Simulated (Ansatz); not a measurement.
Ansatz (a first-principles code), DFT, PBE, plane waves, its default PAW files: fcc Cu, 4 atoms. Basis and mesh were picked for this test and aren't claimed converged.

| Property | Result |
|---|---|
| cell | 3.62, 3.62, 3.62 Å; 90, 90, 90° |
| task | single point |
| k mesh | 14×14×14 |
| hamiltonian.xc | pbe |
| kind of files | paw |
| scf.occupations.method | fermi_dirac |
| scf.occupations.width | 0.1 eV |
| output.forces | true |
| memory maximum (--max-ram) | 200GiB |
| accuracy | medium (default) |
| basis.precision | auto (default) |
| basis.xc_grid | 2 (default) |
| scf.eigensolver.kind | auto (default) |
| scf.mixing.algorithm | auto (default) |
| scf.mixing.preconditioner | auto (default) |
| scf.convergence.dr2_threshold | 1e-07 (default) |
| scf.lower_state_search | light (default) |
| k-points after symmetry (base settings) | 120 |
| bands at the start (base settings) | 43 |
| electrons (base settings) | 76 |
| plane waves at Γ (base settings) | 925 |
| cutoff (eV) (base settings) | 420 |
| FFT grid (base settings) | 25×25×25 |
| symmetry operations (base settings) | 192 |

Machine A. Machine: one whole node, AMD EPYC (Zen 5), 96 cores on 1 socket, no SMT, 12 L3 cache groups; 94 cores' worth of CPU time may be used.

Machine B. It runs on a single node (Arm Neoverse V2, 96 cores on 1 socket, no SMT, 1 L3 cache group; 94 cores' worth of CPU time may be used).

Wall times, medians of two to five repeats, each run alone on the node (launch to exit). Processes are pinned to neighbouring cores unless said otherwise. The build: release build for x86-64 with AVX-512, one process with threads; another build can shift the numbers. Scratch files lie in a memory file system. On B the build is release build for Arm (Neoverse V2), one process with threads.

All on 32 threads. Base settings, kept where nothing else is said: basis.fft_grid_basis = auto (default), kpoints.mp_grid.shift = not set, scf.eigensolver.real_solve = not set, crystal.symmetry.detect = auto (default), crystal.symmetry.time_reversal = not set. On machine A:

```csv
run,wall time on A
the base settings,0.34 s
basis.fft_grid_basis = typed,0.35 s
"kpoints.mp_grid.shift = [0.5, 0.5, 0.5]",0.32 s
scf.eigensolver.real_solve = false,0.43 s
"crystal.symmetry.detect = false, crystal.symmetry.time_reversal = false",5.4 s
crystal.symmetry.detect = false,2.8 s
```

**Question.** What do these runs take on the other node, and does the best choice change?

**Answer.** 
```
run                                                                           A       B  B over A
-----------------------------------------------------------------------  ------  ------  --------
the base settings                                                        0.34 s  0.56 s       1.6
basis.fft_grid_basis = typed                                             0.35 s  0.57 s       1.6
kpoints.mp_grid.shift = [0.5, 0.5, 0.5]                                  0.32 s  0.51 s       1.6
scf.eigensolver.real_solve = false                                       0.43 s  0.85 s       2.0
crystal.symmetry.detect = false, crystal.symmetry.time_reversal = false   5.4 s    14 s       2.6
crystal.symmetry.detect = false                                           2.8 s   7.3 s       2.6
```

B takes 1.6 to 2.6 times the time of A. The shortest run is kpoints.mp_grid.shift = [0.5, 0.5, 0.5] on both, with others too close to call.

Keys are those of Ansatz 0.2.
